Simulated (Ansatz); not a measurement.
BeRh (Pm-3m): band-structure transport figures

```
CELL_PARAMETERS angstrom
      2.75274     0.00000     0.00000
      0.00000     2.75274     0.00000
      0.00000     0.00000     2.75274
ATOMIC_POSITIONS crystal
  Be 0.00000 0.00000 0.00000
  Rh 0.50000 0.50000 0.50000
```

Calculation: PBEsol, rigid bands (plane waves, PAW, scalar-relativistic; Ansatz, a program for electronic structure). Geometry: cell and atoms relaxed with PBEsol.

```
Quantity                                                          Value
------------------------------------  ---------------------------------
density of states at the Fermi level  1.41 states/(eV·cell), both spins
bare Sommerfeld coefficient                   1.66 mJ/(mol of atoms·K²)
Drude plasma energy                                              8.7 eV
root-mean-square Fermi velocity                               6.6e5 m/s
resistivity times τ                                    6.4 ×10⁻²² Ω·m·s
```

A metal at this level (no band gap); rigid bands, thermally averaged at 300 K, both spins. Spin-orbit coupling is left out. τ is one relaxation time for all states.

Computed structure with no diffraction record at hand here (it may be known, metastable or hypothetical): BeRh (Pm-3m).
